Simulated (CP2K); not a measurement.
Band structure of BaS3 (P-42_1m, 8 atoms in the cell).

```
BaS3
1.0
    6.95196     0.00000     0.00000
    0.00000     6.95196     0.00000
    0.00000     0.00000     4.21601
Ba S
2 6
Cartesian
  3.47598   3.47598   0.00000
  0.00000   0.00000   0.00000
  4.71259   5.71535   2.00341
  5.71535   2.23937   2.21260
  2.23937   1.23661   2.00341
  1.23661   4.71259   2.21260
  3.47598   0.00000   0.89173
  0.00000   3.47598   3.32428
```

Level of theory: PBEsol, GPW, DZVP-MOLOPT-SR-GTH basis, GTH-PBE potentials (GTH_POTENTIALS) (CP2K).

Settings: CUTOFF = 500 Ry; REL_CUTOFF = 50 Ry; SMEAR/METHOD = FERMI_DIRAC; ELECTRONIC_TEMPERATURE = 580.23 K; KPOINTS/SCHEME = MONKHORST-PACK 3 3 5; XC_FUNCTIONAL = PBE:PBESOL; Ba/BASIS_SET = DZVP-MOLOPT-SR-GTH-q10; Ba/POTENTIAL = GTH-PBE-q10; S/BASIS_SET = DZVP-MOLOPT-SR-GTH-q6; S/POTENTIAL = GTH-PBE-q6; METHOD = GPW; EPS_DEFAULT = 1e-10; EXTRAPOLATION = USE_GUESS; NGRIDS = 5.

The starting cell comes from a database of computed structures (which also holds hypothetical and non-ambient phases and stackings), without a prior relaxation at this level. Values carry the incompleteness of an atom-centred basis. The potentials were made for another functional than the one used.

Problem. Predict the gap along the standard path and the places of the band edges.

Solution. The gap along the path is 1.28 eV, from Γ to a point between Γ and Z; the smallest direct gap on it is 1.33 eV.

Levels in eV from the top of the valence band on the SCF mesh, bands 25 to 29:
| point | 25 | 26 | 27 | 28 | 29 |
|---|---|---|---|---|---|
| Γ | -1.51 | -1.45 | 0.00 | 0.00 | 1.33 |
| X | -1.42 | -1.42 | -0.22 | -0.22 | 2.04 |
| M | -1.33 | -1.33 | -0.91 | -0.91 | 1.76 |
| Z | -1.79 | -1.05 | -0.63 | -0.63 | 2.56 |
| R | -1.68 | -1.68 | -0.50 | -0.50 | 2.75 |
| A | -1.46 | -1.46 | -0.51 | -0.51 | 2.27 |

Higher empty bands are left out: an atom-centred basis made for the valence describes them poorly.
